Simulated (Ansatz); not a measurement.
ZrIr (model structure, Fm-3m, No. 225, 2 atoms in the cell) was calculated with PBE (Ansatz, a first-principles code, PAW).

Numerical settings: plane-wave cutoff 520 eV, 18×18×18 k mesh, Fermi–Dirac smearing 0.05 eV, no spin polarisation, scalar-relativistic PAW data made under PBE.

Cell (relaxed at this level):

IrZr is taken in the cubic space group Fm-3m (No. 225), the rock salt structure, Pearson symbol cF8. Conventional cell: a = 5.4275 Å, b = 5.4275 Å, c = 5.4275 Å, α = 90.00°, β = 90.00°, γ = 90.00°. Ir on 4a sees 6 Zr at 2.714 Å (octahedral). Zr on 4b sees 6 Ir at 2.714 Å and 12 Zr at 3.838 Å. (Neighbours: up to the widest gap in distance over summed covalent radii, below 1.35, at either atom.)
(The calculation used a cell of 2 atoms; values per cell refer to that cell.)

Q: Give the computed bulk modulus.

A: 
bulk modulus: 156 GPa

Note: the run has no spin polarisation, so it can have missed a magnetic state; the bulk modulus is −V dP/dV from two relaxed cells at ±2 % in volume; the relaxation could raise the start's symmetry but not lower it, so the cell can be a saddle point.

Spin–orbit coupling is not included.

A model structure was made by putting elements into a prototype or built by hand; it is no filed structure, need not be a known phase, and can be a saddle point held by its symmetry.
